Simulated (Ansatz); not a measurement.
Start from SnO₂ in the rutile structure (space group P4_2/mnm, No. 136; a = 4.828 Å, c = 3.238 Å). Axes: x, y, z lie along a, b, c of the conventional cell.

One thing is altered: uniaxial stress, 1 GPa compression along z, with the cell and atoms free to relax against it.

Levels (all Ansatz, a program for electronic structure, PAW): PBE (420 eV, no SOC); r2SCAN (500 eV, spin-orbit coupling left out).

The geometry is relaxed with PBE.

| Item | Result |
|---|---|
| PBE gap character | direct at Γ |
| PBE lowest conduction level above the VBM at special points | Γ 0.71 eV; X 3.90 eV; M 4.31 eV; A 4.37 eV |
| PBE pressure | 0.33 GPa |

Question: What does r2SCAN give at this geometry for the gap character, lowest conduction level above the VBM at special points and pressure?

Answer: The gap character stays direct at Γ; the lowest conduction level above the VBM at special points goes from Γ 0.71 eV; X 3.90 eV; M 4.31 eV; A 4.37 eV to Γ 1.35 eV; X 4.57 eV; M 5.00 eV; A 5.12 eV; the pressure shrinks by 7.61 GPa, from 0.33 GPa to -7.28 GPa.

Single points use the geometry relaxed with PBE. Their cutoffs differ, which shifts pressures a little. Load acts through the strain it causes; cell and atoms are relaxed under it. Beyond what the load breaks, stability against distortions was not tested.
